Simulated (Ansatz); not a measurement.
Start from GaP in the zinc blende structure (space group F-43m, No. 216; a = 5.506 Å).

One thing is altered: cell and atoms relaxed at a pressure of 22.5 GPa.

Levels (all Ansatz, an electronic-structure program, PAW): PBE (420 eV, spin-orbit coupling left out); HSE06+SOC (420 eV, noncollinear with spin-orbit coupling).

The geometry is relaxed with PBE.

```
Quantity                                Result
-------------------------  -------------------
PBE valence-band top at Γ  0.00, 0.00, 0.00 eV
PBE band gap                           1.24 eV
```

With HSE06+SOC at the same geometry, the valence-band top at Γ (three highest Kramers pairs, from the VBM) becomes 0.00, 0.00, -0.10 eV (PBE: 0.00, 0.00, 0.00 eV); the band gap rises by 0.621 eV (1.24 eV → 1.87 eV). The threefold valence maximum splits by Δso ≈ 0.10 eV.

Single points use the geometry relaxed with PBE. HSE06 was sampled on its mesh, a few special points and the semilocal edge points, so its gap is an upper bound. The spin-orbit shifts are approximate. Load acts through the strain it causes; cell and atoms are relaxed under it. Whether these cells are dynamically stable was not tested. Tetrahedral semiconductors of this kind turn to denser phases somewhere between about 1 and 50 GPa; those were not computed, so compressed cells here can lie past the real transition.
